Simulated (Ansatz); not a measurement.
Consider a periodic stack without vacuum, rock-salt TaN (1 1 1) on anatase TiO2 (1 1 0) (film strained to the substrate, started from cuts of the bulks and a machine-learned relaxation; slabs O20Ti10 and N12Ta12, which can lie off the formulas): substrate slab O20Ti10, film N12Ta12, surface cells [[0, -1], [1, 0]] and [[-2, 1], [-1, -1]], film strained by -0.7 and +3.5 %, outermost planes OTi/OTi and N/Ta as cut, which need not be the usual terminations and can put a slab off its formula. Its start:

```
Ta6Ti5N6O10
1.0
    5.37225     0.00000    -0.00404
    2.68613     4.85035    -0.01327
    1.77143     0.74791    25.10602
O Ti N Ta
20 10 12 12
Direct
  0.20109   0.79720   0.03355
  0.68261   0.33061   0.09371
  0.07727   0.48960   0.09475
  0.62583   0.00366   0.03422
  0.65846   0.83070   0.14708
  0.13810   0.32100   0.20375
  0.54857   0.49726   0.20235
  0.08549   0.99138   0.14620
  0.12626   0.81892   0.25651
  0.61609   0.31349   0.31057
  0.02913   0.48548   0.31205
  0.54276   0.99157   0.25666
  0.60151   0.80428   0.36619
  0.09109   0.28445   0.42150
  0.50142   0.46182   0.41780
  0.01348   0.97745   0.36425
  0.06666   0.77329   0.47179
  0.60141   0.24337   0.52078
  0.01961   0.44284   0.53567
  0.47336   0.92259   0.47859
  0.39374   0.39737   0.04847
  0.89259   0.90873   0.09473
  0.86059   0.41118   0.15132
  0.35105   0.91133   0.20238
  0.33426   0.40639   0.25862
  0.81737   0.90047   0.31047
  0.81364   0.39025   0.36651
  0.28532   0.87737   0.41772
  0.30141   0.36649   0.47412
  0.74887   0.87220   0.52262
  0.34438   0.40864   0.62935
  0.04978   0.02826   0.61414
  0.66721   0.80022   0.60553
  0.39284   0.03084   0.71365
  0.03573   0.74968   0.71307
  0.76269   0.40331   0.69378
  0.34726   0.71983   0.80638
  0.06239   0.36816   0.80448
  0.67788   0.04685   0.80774
  0.32838   0.38976   0.90275
  0.97540   0.02792   0.90558
  0.66863   0.70275   0.90672
  0.35995   0.74131   0.65854
  0.99915   0.40665   0.61185
  0.69286   0.06895   0.65724
  0.40123   0.38353   0.75452
  0.00508   0.08345   0.75646
  0.71531   0.69392   0.75680
  0.34058   0.03378   0.85858
  0.00670   0.70817   0.85251
  0.68881   0.38128   0.85287
  0.32289   0.71018   0.95617
  0.98816   0.35731   0.94639
  0.60881   0.06805   0.95541
```

The start was prepared with a machine-learned potential, and the result is one local minimum, with the in-plane cell held and forces under 0.04 eV/Å; the film can end far from its bulk form.

Method: PBE (plane waves to 420 eV, PAW; Ansatz, a program for electronic structure). Spin–orbit coupling is left out; the runs are not spin-polarised; PBE gaps are too small against experiment. Its k-point mesh 6×6×1, Fermi–Dirac width 0.05 eV.

Q: Predict the relaxed interface.

A: 
```
Quantity                                                                                   Result
--------------------------------------------------------------------------------  ---------------
interface area                                                                            26.1 Å²
period                                                                                    25.29 Å
heights between the nearest atoms of the two slabs at the two interfaces          1.86 and 1.94 Å
Ta–Ti contacts across the interfaces within 1.22 times the sum of covalent radii   8, mean 3.46 Å
O–Ta contacts across the interfaces within 1.22 times the sum of covalent radii    3, mean 1.94 Å
N–Ti contacts across the interfaces within 1.22 times the sum of covalent radii    1, mean 2.30 Å
```
